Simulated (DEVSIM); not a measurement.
Device: illuminated Si p-on-n cell, one wavelength, with a back-surface field, at 300 K.

Layer 1 from the left is Si, thickness (μm) 0.290, Na (cm⁻³) 1.3e19, τn (s) 4.2e-8, τp (s) 4.6e-8, absorption coefficient (cm⁻¹) 22000. Layer 2 from the left is Si, thickness (μm) 150, Nd (cm⁻³) 1.8e16, τn (s) 1.2e-7, τp (s) 1.2e-7, absorption coefficient (cm⁻¹) 22000. Layer 3 from the left is Si, thickness (μm) 1.10, Nd (cm⁻³) 3.2e18, τn (s) 1.2e-7, τp (s) 1.2e-7, absorption coefficient (cm⁻¹) 22000.

Left contact: ohmic, minority electron recombination velocity 2e6 cm/s. Right contact: ohmic, minority hole recombination velocity 8e6 cm/s. Voltage is applied to the left contact. Recombination: SRH at mid-gap, radiative, Auger. Light enters at the left, 6.8e16 photons cm⁻² s⁻¹, one pass, no reflection. Mobility is μmin + (μ − μmin)/(1 + (N/Nref)^α).

Constants are typed, rounded textbook-type inputs, not results; the design itself was drawn at random and stands for no fabricated device. Values at 300 K.

Si: gap (eV) 1.124, affinity (eV) 4.05, permittivity 11.7, Nc (cm⁻³) 2.86e19, Nv (cm⁻³) 3.1e19, μn (cm²/Vs) 1417, μp (cm²/Vs) 470, μn,min 52, μp,min 45, Nref,n 9.7e16, Nref,p 2.2e17, αn 0.68, αp 0.72, B (cm³/s) 4.7e-15, Cn (cm⁶/s) 2.8e-31, Cp (cm⁶/s) 9.9e-32.

Simulated with DEVSIM: 1D drift-diffusion, Boltzmann statistics, complete ionisation; no tunnelling, impact ionisation, image-force lowering or self-heating.

Dark forward current:

```tsv
|V| (V)	|J| (A/cm²)
0.05	2.559e-8
0.10	9.088e-8
0.15	2.703e-7
0.20	7.793e-7
0.25	2.281e-6
0.30	7.065e-6
0.35	2.447e-5
0.40	0.0001006
0.45	0.0005009
0.50	0.002902
0.55	0.01836
0.60	0.1195
0.65	0.7183
0.70	3.074
0.75	8.077
0.80	15.19
0.85	23.79
0.90	33.52
0.95	44.21
1.00	55.76
1.05	68.12
1.10	81.30
1.15	95.30
1.20	110.1
1.25	125.9
1.30	142.6
```

### Question
Work out the local ideality factor n = ΔV / (kT/q · ln(J2/J1)) between the rows 0.15 and 0.20 V, 0.55 and 0.60 V, 1.25 and 1.30 V.

### Answer
kT/q = 25.85 mV. From 0.15 to 0.20 V: ln(7.793e-7/2.703e-7) = 1.059, n = 1.83. From 0.55 to 0.60 V: ln(0.1195/0.01836) = 1.873, n = 1.03, near the 1 of diffusion or emission over a barrier. From 1.25 to 1.30 V: ln(142.6/125.9) = 0.125, n = 15.53.

### Question
What current could the absorbed light give at most, and what share is collected?

### Answer
Σ αd = 333, so qΦ(1 − exp(−Σ αd)) = 10.9 mA/cm². The simulated short-circuit current is 8.052 mA/cm², a share of 0.74.

### Question
Estimate the open-circuit voltage by superposition: the voltage at which the dark current equals that short-circuit current.

### Answer
Interpolating ln J in the table gives 0.528 V. The simulation gives 0.528 V, the same within the digits that matter. Superposition holds where collection doesn't change with voltage.

### Question
Estimate the fill factor from FF0 = (v − ln(v + 0.72))/(v + 1), v = qVoc/(nkT), with n from the dark curve.

### Answer
The rows about Voc, 0.50 and 0.55 V, give n = 1.05, so v = 19.5 and FF0 = 0.804. The simulation gives 0.796; the estimate lies 1.1 % above.
